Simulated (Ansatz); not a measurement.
For OsAl (Pm-3m), PBEsol, DFPT electron-phonon coupling, linearised Boltzmann equation run with Ansatz (a program for electronic structure) gives a transport coupling λ_tr = 0.420 and a Drude plasma energy ħω_p = 8.38 eV.

Q: Estimate the resistivity at 300 K from the high-temperature formula ρ = 2π λ_tr k_B T / (ħ ε₀ ω_p²), and say how the full Boltzmann solution compares.

A: The scattering rate is 1/τ = 2π λ_tr k_B T/ħ = 1.04e14 s⁻¹ and ω_p = 1.27e16 s⁻¹, so ρ ≈ 7.22 μΩ·cm. The Boltzmann solution gives 6.59 μΩ·cm, 0.91 times the estimate.

A metal at this level (no band gap). Only scattering by harmonic phonons is included (no impurities, grain boundaries, electron-electron scattering or thermal expansion). Spin-orbit coupling is left out, which matters with elements this heavy. Halving the electron mesh (28x28x28) moves the resistivity by up to 7 % at 300 K, the coupling by up to 1 %. Smearing 0.20 eV; phonons on a 5x5x5 q mesh, which this run doesn't test.

Computed structure with no diffraction record at hand here (it may be known, metastable or hypothetical): OsAl (Pm-3m).
